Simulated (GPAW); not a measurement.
A working GPAW input for MgB2 (P6/mmm, 3 atoms in the cell) (DFT PBE, plane waves, GPAW PAW datasets PBE (gpaw-data 1.0.1)):

```python
from ase import Atoms
from ase.units import GPa
from gpaw import GPAW, PW, FermiDirac

atoms = Atoms(['Mg', 'B', 'B'],
              cell=[[3.040096, 0.000000, 0.000000],
                    [-1.520048, 2.632800, 0.000000],
                    [0.000000, 0.000000, 3.494816]],
              positions=[[0.000000, 0.000000, 0.000000],
                         [1.520050, 0.877599, 1.747408],
                         [-0.000002, 1.755201, 1.747408]],
              pbc=True)

calc = GPAW(mode=PW(900),
            xc='PBE',
            kpts={'size': (14, 14, 10), 'gamma': True},
            occupations=FermiDirac(0.1),
            nbands=-7,
            convergence={'density': 1e-05, 'energy': 1e-05},
            symmetry={'symmorphic': False, 'tolerance': 0.0005},
            maxiter=100)

atoms.calc = calc

energy = atoms.get_potential_energy()
print('Energy (eV):', round(energy, 6))
forces = atoms.get_forces()
print('Forces (eV/Ang):')
print(forces.round(5))
stress = atoms.get_stress()
print('Stress (GPa, Voigt):', (stress / GPa).round(4))
```

The run converged in 15 iterations: free energy E − TS (from the program's reference atoms) -15.4289 eV; Fermi level (on the code's own zero) 7.54 eV. Each of these slips is then made, one at a time:

(1)
```diff
-calc = GPAW(mode=PW(900),
+calc = GPAW(mode=PW(150),
```

(2)
```diff
-from gpaw import GPAW, PW, FermiDirac
+from gpaw import GPAW, PW
-            occupations=FermiDirac(0.1),
+            occupations={'name': 'fermi_dirac', 'width': 0.1},
```

What happens in each case?


(1) A basis or grid far too coarse for these potentials. The run converged in 11 iterations without an error; against the sound input the free energy goes up by 1.52 eV/atom.

(2) A keyword that the program does not know. The program stopped before any SCF iteration, with the message: ValueError: Unknown occupation number object name: fermi_dirac.

The starting cell comes from a database of computed structures (which also holds hypothetical and non-ambient phases and stackings), without a prior relaxation at this level. Its lattice was rescaled by a random factor within 2.5 % of one.

Left out of this page: 1 run of the series stopped by limits of time or memory; 4 runs of the series outside the window shown, repeating another row's setting, or not comparable.
